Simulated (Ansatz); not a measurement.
Cell and atoms of amorphous In$_{9}$Ga$_{9}$Zn$_{9}$O$_{39}$B$_{2}$:

```
CELL_PARAMETERS angstrom
      9.43046     0.06858     0.04141
      0.06858     9.75094     0.19080
      0.04141     0.19080     9.46523
ATOMIC_POSITIONS crystal
  In 0.79462 0.74630 0.47140
  In 0.57599 0.33124 0.65999
  In 0.85745 0.55797 0.12955
  In 0.93009 0.36021 0.44522
  In 0.64753 0.82835 0.80195
  In 0.88697 0.52572 0.76010
  In 0.02573 0.22148 0.14222
  In 0.53243 0.53738 0.98516
  In 0.10578 0.03320 0.44642
  Ga 0.77359 0.15892 0.94674
  Ga 0.12184 0.66594 0.48403
  Ga 0.10650 0.18957 0.80427
  Ga 0.14771 0.69465 0.99465
  Ga 0.45192 0.66614 0.51440
  Ga 0.26254 0.51028 0.79036
  Ga 0.45551 0.09244 0.88995
  Ga 0.72849 0.12122 0.32536
  Ga 0.60567 0.46064 0.32491
  Zn 0.96781 0.88610 0.80421
  Zn 0.27806 0.87965 0.71385
  Zn 0.42351 0.19145 0.19805
  Zn 0.25439 0.45307 0.18997
  Zn 0.93871 0.88519 0.21025
  Zn 0.46684 0.05375 0.52608
  Zn 0.57527 0.86841 0.17976
  Zn 0.24672 0.97841 0.06740
  Zn 0.83303 0.12000 0.64130
  O  0.73095 0.61026 0.30295
  O  0.25904 0.12358 0.90293
  O  0.17851 0.35202 0.70179
  O  0.15794 0.85507 0.87767
  O  0.09361 0.01822 0.20842
  O  0.23119 0.61131 0.32349
  O  0.43766 0.74953 0.32328
  O  0.84465 0.74683 0.71666
  O  0.96475 0.55953 0.52571
  O  0.73537 0.32164 0.34272
  O  0.81078 0.13640 0.13672
  O  0.14968 0.26588 0.47242
  O  0.75044 0.90201 0.29966
  O  0.96056 0.24336 0.92254
  O  0.59602 0.74414 0.00498
  O  0.24316 0.26449 0.15906
  O  0.00501 0.42004 0.22574
  O  0.79290 0.99351 0.85082
  O  0.81117 0.35385 0.65643
  O  0.97273 0.73328 0.08418
  O  0.90483 0.12986 0.42681
  O  0.07931 0.57401 0.84549
  O  0.59796 0.76416 0.58475
  O  0.59569 0.22704 0.88323
  O  0.48668 0.42484 0.17711
  O  0.64392 0.13523 0.58751
  O  0.27388 0.65941 0.61888
  O  0.29167 0.94626 0.52084
  O  0.29374 0.55489 0.99397
  O  0.01367 0.82272 0.43633
  O  0.46608 0.95234 0.76350
  O  0.03167 0.06272 0.68245
  O  0.46192 0.48478 0.78198
  O  0.37479 0.23798 0.59241
  O  0.26514 0.78344 0.13964
  O  0.51436 0.48667 0.49390
  O  0.53480 0.09178 0.32948
  O  0.45852 0.01772 0.07535
  O  0.75828 0.49268 0.94984
  B  0.31196 0.71957 0.26003
  B  0.24114 0.28705 0.58059
```

Methods: PBE, scalar-relativistic without spin-orbit coupling (Ansatz, a first-principles code); r2SCAN, scalar-relativistic without spin-orbit coupling (Ansatz); HSE06, scalar-relativistic without spin-orbit coupling (Ansatz). Neutral PBE cell, which sets geometry, pressure and energy: sampling: a 2×2×2 Γ-centred mesh; Fermi-Dirac width 0.02 eV; no spin polarisation. Exact exchange is cut at the faces of this 9 Å cell, which leaves hybrid gaps a finite-size error.

Preparation: random packing, a CHGNet melt and quench, and a DFT relaxation. O atoms were pushed apart under 1.9 Å during the dynamics, to hinder bonds among them. The hot cell started wider than the set density and was brought back towards it in steps. It is the lowest in DFT energy of 2 quenches. It is a model cell: composition and starting density were chosen by hand, and all elements were melted together. No dispersion term was used. Its density started from a set value of 5.61 and ended at 5.53 g/cm³. Cooling (nominally 320 K/ps over its main leg) ran many orders faster than in experiment, which tends to leave more defects and strain. Values belong to this one cell and scatter from quench to quench. Volume and shape were free in the relaxation. Cycles of charging lowered its energy after that relaxation.

Q: Give the pressure and the spacing of the highest filled and lowest empty levels.

A: 
```yaml
Pressure on a 2×2×2 Γ-centred mesh: 0.43 GPa
Largest force and stress component on that mesh (the relaxation ran on the zone centre alone): 0.07 eV/Å and 0.7 GPa
Level gap on a 2×2×2 Γ-centred mesh (PBE): 0.51 eV
Level gap at the zone centre (PBE): 0.58 eV
Level gap at the zone centre (r2SCAN): 0.96 eV
Level gap at the zone centre (HSE06): 2.07 eV
Distance between the nearest levels spread over more than a fifth of the atoms or a third of the atoms of their main element (six at least) (PBE, zone centre): 1.20 eV
```

Q: At PBE and the zone centre, how localised are the states just below and above the Fermi level (participation number: the atoms over which a state spreads)?

A: The highest filled state is spread over 6.1 atoms' worth, largest on O64, with weights by element (charge in smoothed Voronoi cells) O 0.80, Zn 0.17, Ga 0.01. The lowest empty state is spread over 60.3 atoms' worth, largest on In1, with weights by element (charge in smoothed Voronoi cells) O 0.51, In 0.22, Zn 0.14.

At PBE the levels at the filled edge of the gap are localised (band-tail or defect states), and the nearest spread-out levels lie 1.2 eV apart at the zone centre.

Bonds are counted up to In-In 3.12 Å, In-Ga 2.90 Å, In-Zn 2.90 Å, In-O 2.60 Å, In-B 2.49 Å, Ga-Ga 2.68 Å, Ga-Zn 2.68 Å, Ga-O 2.32 Å, Ga-B 2.27 Å, Zn-Zn 2.68 Å, Zn-O 2.54 Å, Zn-B 2.27 Å, O-O 1.58 Å, O-B 1.80 Å, B-B 1.97 Å. Two cations that share two anions don't count as bonded, nor two that share one unless they lie closer than In-In 3.04 Å, In-Ga 2.82 Å, In-Zn 2.82 Å, In-B 2.42 Å, Ga-Ga 2.61 Å, Ga-Zn 2.61 Å, Ga-B 2.20 Å, Zn-Zn 2.61 Å, Zn-B 2.20 Å, B-B 1.80 Å.

Added carriers, by PBE, scalar-relativistic without spin-orbit coupling in Ansatz on the zone centre alone. Charged cells keep the cell fixed and stand in a uniform background, with no image correction, at a width of 0.01 eV; where the count is odd the moment is locked at 1 μB, unless the neutral cell bore moments. Each starts from the undistorted neutral geometry alone. PBE's self-interaction favours spread-out carriers, so it can miss traps that a hybrid finds.

Q: What happens at PBE when the cell takes an extra electron and the atoms relax?

A: Relaxation lowers the charged cell by 0.01 eV. The largest moves are Zn20 0.02 Å, O42 0.02 Å, O52 0.02 Å, O55 0.02 Å. The level that holds the added charge spreads over 60.3 atoms' worth, most on In1 (weight 0.03): a carrier spread over the cell. No bond crosses its cut-off with a change of over 0.15 Å (metal-metal contacts aside). Made neutral again at that geometry, the cell lies +0.01 eV from the neutral start (a closed shell was imposed there, with levels 0.53 eV apart, so this is an upper bound).

Q: What happens at PBE when the cell takes a hole and the atoms relax?

A: Relaxation lowers the charged cell by 0.24 eV. The largest moves are Zn21 0.19 Å, O64 0.18 Å, Zn26 0.18 Å, O65 0.17 Å. The level that was emptied spreads over 5.5 atoms' worth, most on O53 (weight 0.30): a localised (trapped) carrier, which neighbours of that atom can share. Bonds broken: Zn26-O31. Made neutral again at that geometry, the cell lies +0.32 eV from the neutral start (a closed shell was imposed there, with levels 0.08 eV apart, so this is an upper bound).
